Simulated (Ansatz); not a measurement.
Given:

```xyz
8
Lattice="5.3122 0.0000 0.0000 -2.6561 4.6005 0.0000 0.0000 0.0000 9.3820" Properties=species:S:1:pos:R:3 pbc="T T T"
Sb     0.0000     3.0670     2.3455
Sb     2.6561     1.5335     7.0365
Na     0.0000     0.0000     2.3455
Na     0.0000     0.0000     7.0365
Na     0.0000     3.0670     5.4644
Na     2.6561     1.5335     0.7734
Na     0.0000     3.0670     8.6086
Na     2.6561     1.5335     3.9176
```

No spin polarisation.

Calculations: plane-wave PAW DFT at the PBEsol level (Ansatz, a program for electronic structure, 420 eV), scalar-relativistic without spin-orbit coupling. Settings: 10×10×5 k-points, 0.05 eV Fermi–Dirac smearing.

Question: Predict the electron mass, band gap and stress.

Answer: Electron mass: 0.077 mₑ along z, 0.064 mₑ across (at Γ)
Band gap: 0.46 eV
Stress (xx, yy, zz, yz, xz, xy; compression positive): (0.04, 0.04, 0.37, 0.00, 0.00, 0.00) GPa

With Sb present, leaving out spin-orbit coupling can change the band edges. The cells carry an imposed strain or load. Masses are band curvatures over ±0.01 Å⁻¹ around the edge. Whether these cells are dynamically stable was not tested. The cell was made from Na$_{3}$Sb (space group P6_3/mmc, No. 194) by this change: uniaxial strain ε_zz = −0.75 %.
